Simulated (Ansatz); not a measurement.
Worked example: self-consistent single point of SrTiP2O8 (C2/c, 24 atoms in the cell) in Ansatz (a program for electronic structure).

Method of the run: LDA (PW92), default PAW files made with PBE (plane waves; Ansatz).

```
SrTi(PO4)2
1.0
    8.28847    -2.60410     0.00000
    8.28847     2.60410     0.00000
   -3.63513     0.00000     7.32292
Sr Ti P O
2 2 4 16
Cartesian
  5.56212  -1.59048   5.49219
  7.37968   1.59048   1.83073
  4.14423   1.30205   0.00000
  2.32667  -1.30205   3.66146
  7.89516   1.24361   5.53693
  3.22908   1.24361   5.44745
  5.04664  -1.24361   1.78599
  9.71272  -1.24361   1.87547
 -0.53931  -0.19322   6.56573
 11.66355  -0.19322   4.41865
 13.48112   0.19322   0.75719
  1.27825   0.19322   2.90427
  7.60893  -0.10573   6.26915
  3.51531  -0.10573   4.71523
  5.33287   0.10573   1.05377
  9.42650   0.10573   2.60769
  9.36707   1.21299   5.06966
  1.75717   1.21299   5.91472
  3.57473  -1.21299   2.25326
 11.18464  -1.21299   1.40820
  6.89298   1.44996   4.42011
  4.23126   1.44996   6.56426
  6.04882  -1.44996   2.90281
  8.71054  -1.44996   0.75865
```

Reference input (self-consistent single point, DFT, LDA (PW92), plane waves, default PAW files made with PBE): basis.ecutwfc = 30.9 Ry; kpoints.mp_grid.grid = 3 3 2; kpoints.mp_grid.shift = 0.5 0.5 0.5; hamiltonian.xc = lda; hamiltonian.pseudopotentials = {kind: paw} (the program's default PAW files); scf.occupations.method = cold; scf.occupations.width = 0.0147 Ry. This run's input differs from it in these lines:

Ansatz 0.2 input:
```diff
@@ -31,3 +31,3 @@
 basis:
-  ecutwfc: 30.9 Ry
+  ecutwfc: 24.6 Ry
 kpoints:
```

The program printed (abridged):

```
SCF iter   1: F=—  HF=-23601.313677 eV  |F-HF|=—  |Δ(HF+E_count)|=         —  Δρ=2.12e-2  dr2=1.15e0  ethr=1.77e-3  ⟨swp⟩=10.8  Hψ=3554  notcnv=0  defer=9
all-band conjugate gradients solve this SCF's bands
preconditioner: auto → Resta (q_TF=auto, 2.436 Å⁻¹)
SCF iter   2: F=—  HF=-23601.092065 eV  |F-HF|=—  |Δ(HF+E_count)|=   2.22e-1  S|Δr|=    0.00e0  Δρ=8.88e-3  dr2=2.53e-1  ethr=7.16e-4  ⟨swp⟩=2.0  Hψ=1044  notcnv=0  defer=60
   [... lines left out ...]
SCF iter   8: F=—  HF=-23601.044655 eV  |F-HF|=—  |Δ(HF+E_count)|=   8.19e-8  S|Δr|=    0.00e0  Δρ=1.71e-5  dr2=1.03e-6  ethr=9.04e-9  ⟨swp⟩=2.0  Hψ=1001  notcnv=0  defer=15
SCF iter   9: F=—  HF=-23601.044655 eV  |F-HF|=—  |Δ(HF+E_count)|=   3.04e-7  S|Δr|=    0.00e0  Δρ=1.29e-5  dr2=5.33e-7  ethr=6.46e-10  ⟨swp⟩=2.0  Hψ=912  notcnv=0  defer=15
SCF iter  10: F=-23601.044655 eV  HF=-23601.044655 eV  |F-HF|=2.08e-9  |Δ(HF+E_count)|=   5.30e-8  S|Δr|=    0.00e0  Δρ=2.28e-6  dr2=1.80e-8  ethr=6.25e-11  ⟨swp⟩=16.2  Hψ=4123  notcnv=0
SCF 1 converged in 10 iterations: F = -23601.044655 eV  dr2 = 1.80e-8
Stability not checked (fill_not_monotonic)
Free energy (F): -23601.044655 eV
Internal energy: -23601.044655 eV  (E = F + TS)
E sigma→0 (E₀):  -23601.044655 eV
Fermi energy:    5.856690 eV
--- Forces (eV/Å), atoms counted from 1 ---
  atom   1  Sr     0.00000000    -0.19863809     0.00000000
  atom   2  Sr    -0.00000000     0.19863809    -0.00000000
  atom   3  Ti     0.00000000     0.00000000     0.00000000
  atom   4  Ti    -0.00000000     0.00000000     0.00000000
  atom   5  P      0.13026791    -0.03330217     0.09936571
   [... lines left out ...]
  atom  24  O      0.23153391    -0.06987103     0.18123898
--- Stress (GPa, compression-positive) ---
       -6.576045       0.000000      -0.165341
        0.000000      -6.128914       0.000000
       -0.165341       0.000000      -6.301371
  P = ⅓ Tr σ = -6.3354 GPa (-63.354 kbar)
  The stress holds the Pulay correction. Without it, at fixed plane waves, as pw.x and ABINIT print it: P = -17.1932 GPa
```

The run converged in 10 iterations. Against the reference run the free energy rises by 121 meV/atom, the pressure moves little (-6.24 to -6.34 GPa), the largest force moves little (0.295 to 0.302 eV/Å) and the gap on the mesh hardly changes (2.759 to 2.750 eV).

The starting cell comes from a database of published, mostly measured structures (it also holds non-ambient and calculated ones), without a prior relaxation at this level. Its lattice was rescaled by a random factor within 2.5 % of one. Ansatz's pressure includes its estimate of the finite-basis (Pulay) stress. Without the estimate this run gives -17.19 GPa. The cutoff lies below the one recommended for these files. The shifted mesh does not hold Γ, so a gap read on it misses any band edge there.
